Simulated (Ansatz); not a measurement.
The parent structure is Ru in the hcp (Mg type) structure (space group P6_3/mmc, No. 194; a = 2.704 Å, c = 4.263 Å; relaxed with 0.1 eV smearing). Axes: x lies along a and z along c of the hexagonal cell.

All numbers come from r2SCAN in Ansatz (plane waves to 500 eV, PAW, scalar-relativistic without spin-orbit coupling).

Base values:

The shortest interatomic distance is 2.642 Å.

One thing is altered: uniaxial strain ε_xx = +1.00 %, all other strain components held at zero; the atoms relax in the strained cell.

**Question.** Estimate the effect on the stress.

**Answer.** The stress (xx, yy, zz, yz, xz, xy; compression positive) comes out as (-5.8, -1.9, -1.8, 0.0, 0.0, 0.0) GPa.

**Question.** What does the calculation give for the shortest interatomic distance after the change?

**Answer.** The shortest interatomic distance rises by 0.002 Å (2.642 Å → 2.644 Å).

No phonon test of stability was made. All final runs are without spin polarisation.

Ansatz is a first-principles code.
